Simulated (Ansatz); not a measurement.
Results of r²SCAN+rVV10 (Ansatz, an electronic-structure program, plane waves, PAW) for Ga2S3 (Imm2, No. 44, 5 atoms in the cell; start mp-1224796; a measured phase of this formula has another space group).

Numerical settings: plane-wave cutoff 560 eV, 12×12×12 k mesh, Fermi–Dirac smearing 0.01 eV, scalar-relativistic PAW data made under PBE.

Cell (relaxed at this level):

```
Ga2S3
1.0
   -1.82872     5.52445     2.64568
    1.82872    -5.52445     2.64568
    1.82872     5.52445    -2.64568
Ga S
2 3
Direct
  0.16632   0.00742   0.15891
  0.84851   0.00742   0.84109
  0.90198   0.23850   0.66348
  0.57502   0.23850   0.33652
  0.25817   0.25817   0.00000
```

Question: Give the computed band gap.

Answer: 
* **band gap**: 1.96 eV (on the SCF k mesh)

Note: the relaxation could not lower the start's symmetry, so the cell can be a saddle point above a distorted one.

Spin–orbit coupling is not included.

Static lattice: no zero-point or thermal effects.

It cost very roughly 14 core-minutes of CPU time.

A start named mp-… is a Materials Project structure, which need not be a measured phase.
